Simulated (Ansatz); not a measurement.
Consider the following.

End structure of a constructed model of the (111) surface of fcc Pt, a layer of Zn in place of the second plane (bottom of the slab: a bare face, its two planes held):

```yaml
crystal:
  lattice:
    - [2.80721, 0.00000, 0.00000]
    - [-1.40361, 2.43112, 0.00000]
    - [0.00000, 0.00000, 27.50000]
  atoms:
    - { symbol: Pt, position: [0.33333, 0.66667, 0.29468] }
    - { symbol: Pt, position: [0.66667, 0.33333, 0.37803] }
    - { symbol: Pt, position: [0.00000, 0.00000, 0.46159] }
    - { symbol: Pt, position: [0.33333, 0.66667, 0.54719] }
    - { symbol: Zn, position: [0.66667, 0.33333, 0.62278] }
    - { symbol: Pt, position: [0.00000, 0.00000, 0.69779] }
```

Model: 6-atom slab, 11.3 Å thick at the start, 15x15x1 mesh, Fermi-Dirac 0.1 eV, dipole correction, 2 atoms held, the rest relaxed; start symmetry kept, larger cells not searched; no spin, no spin-orbit, no U. It is one candidate, not shown to be the stable structure of the face.

### Question
Estimate the work function of the top face that PBE (Ansatz, a quantum-chemistry and plane-wave program) returns for this input.

### Answer
5.15 eV
